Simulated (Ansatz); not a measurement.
The starting structures come from a database of crystals and need not be the phases stable at ambient conditions.

Inside the gap of an insulator the Bloch states are evanescent, with a wavenumber k + iκ along the transport direction.

Consider the following.

```
CdBr2
1.0
    6.71807    -0.04753     0.00000
   -2.33244     6.51902     0.00000
   -1.16622     3.25951     1.99871
Cd Br
1 2
Direct
  0.00000   0.00000   0.00000
  0.75013   0.25004   0.00000
  0.24987   0.74996   0.00000
```

Space group of this cell: R-3m. The cell was relaxed by PBE-D3(BJ).

Transport runs along the normal of the first two printed cell vectors, the (110) plane of the conventional cell.

The gap is the functional's own, uncorrected, and κ follows it; spin-orbit coupling is left out. Mid-gap values are interpolated between the computed energies.

Q: State the band gap and the smallest decay constant κ at mid-gap according to Ansatz (an electronic-structure program) with r2SCAN.

A: Gap 3.39 eV on a 16×16×16 mesh; κ = 0.261 1/Å, at the zone centre.
